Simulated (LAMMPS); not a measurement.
MD of Ni (fcc) at zero pressure, 864 atoms, as a liquid; each row is its own run.

Level of theory: classical MD, pair style meam, file MoCoNiVFeAlCr_2nn.meam; code LAMMPS.

```csv
T (K),volume (Å³/atom)
1380,12.259
1560,12.466
1730,12.669
1900,12.878
2160,13.222
2420,13.572
2760,14.077
```

Task: Fit a straight line, y = a + b x, to these rows (x is the first column, y the second) and predict the run at x = 2250.

Result: Least squares gives a = 10.408 and b = 0.001315. At x = 2250 the fit predicts 13.366 Å³/atom. The run itself gave 13.335 ± 0.006 Å³/atom, so the fit is 0.23 % high.

Caution (rows 1380; 1560; 1730; 1900): this liquid lies under the melting point of about 2030 K that MEAM MoCoNiVFeAlCr_2nn.meam gives, so it is undercooled.
